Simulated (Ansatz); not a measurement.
Consider a periodic stack without vacuum, fcc Ir (1 1 1) on 3C silicon carbide (1 1 1) (film strained to the substrate, started from cuts of the bulks and a machine-learned relaxation; slabs C18Si18 and Ir20, which can lie off the formulas): substrate slab C18Si18, film Ir20, surface cells [[1, -2], [1, 1]] and [[0, -2], [2, 0]], film strained by -2.0 and -2.0 %, outermost planes Si/C and Ir/Ir as cut, which need not be the usual terminations and can put a slab off its formula. Its start:

```xyz
56
Lattice="5.3644 0.0000 -0.0006 -2.6822 4.6457 -0.0006 -2.4617 1.4144 26.6848" Properties=species:S:1:pos:R:3 pbc="T T T"
C     -0.0945     0.2398     1.8651
C      2.5858     1.7889     1.8627
C     -0.0930     3.3364     1.7205
C     -0.9947     1.7985     4.3374
C      1.6622     3.3339     4.3356
C      1.6873     0.2220     4.3377
C     -1.9154     3.3298     6.8596
C      0.7714     4.8806     6.8610
C      0.7706     1.7785     6.8605
C     -2.8064     4.8794     9.3901
C      2.5562     1.7826     9.3856
C     -0.1253     3.3298     9.3908
C     -1.0110     1.7853    11.9097
C      1.6859     3.3500    11.9131
C     -0.9863     4.8861    11.9108
C     -1.8538     3.3621    14.4197
C      0.8200     4.9005    14.4764
C      0.7876     1.7895    14.3714
Si    -1.9448     3.3380     1.1680
Si     3.5165     0.2995     1.1639
Si     0.8334     1.7303     1.1603
Si    -0.1074     0.2366     3.7338
Si     2.5739     1.7853     3.7347
Si    -0.1076     3.3337     3.6583
Si    -1.0155     1.7848     6.2323
Si     1.6592     3.3297     6.2329
Si    -1.0148     4.8746     6.2329
Si    -1.9133     3.3309     8.7565
Si     0.7688     4.8780     8.7584
Si     0.7669     1.7817     8.7568
Si    -2.7835     4.8890    11.2827
Si     2.5698     1.7951    11.2760
Si    -0.1046     3.3326    11.2837
Si    -0.9994     1.7959    13.7979
Si     1.7108     3.3347    13.8108
Si    -0.9602     4.9077    13.8014
Ir     2.8647     1.6001    16.3474
Ir     0.2615     1.6860    16.3779
Ir     1.4459     4.0305    16.3743
Ir    -1.2721     3.8933    16.3642
Ir    -2.5148     4.7642    18.6424
Ir     0.1581     4.7368    18.7104
Ir    -1.1705     2.4253    18.7052
Ir     1.5258     2.4460    18.7077
Ir     0.1987     3.2185    21.1145
Ir    -2.4892     3.2269    20.9730
Ir    -1.1701     5.5350    20.9554
Ir    -3.8315     5.5325    20.9557
Ir     2.8638     1.6546    23.1701
Ir     0.1540     1.6428    23.3327
Ir     1.5675     3.9738    23.3633
Ir    -1.1623     4.0168    23.3215
Ir    -2.5347     4.7566    26.0398
Ir     0.2356     4.7667    25.5595
Ir    -1.2371     2.5034    25.5538
Ir     1.4644     2.3560    25.5668
```

The start was prepared with a machine-learned potential, and the result is one local minimum, with the in-plane cell held and forces under 0.04 eV/Å; the film can end far from its bulk form.

Level of theory: PBE (plane waves to 420 eV, PAW; Ansatz, a first-principles code). Scalar-relativistic, without spin–orbit coupling; the runs are not spin-polarised; PBE gaps are too small against experiment. Its k-point mesh 6×6×1, Fermi–Dirac width 0.05 eV.

### Question
Predict the relaxed interface.

### Answer
| Quantity | Value |
|---|---|
| interface area | 24.9 Å² |
| period | 26.70 Å |
| heights between the nearest atoms of the two slabs at the two interfaces | 2.04 and 2.31 Å |
| Ir–Si contacts across the interfaces within 1.22 times the sum of covalent radii | 8, mean 2.77 Å |
| C–Ir contacts across the interfaces within 1.22 times the sum of covalent radii | 3, mean 2.17 Å |
| estimate of the barrier | withheld, since the two interfaces are unlike |
| slope of the mean potential energy in the substrate | +1.5 MV/cm × e |
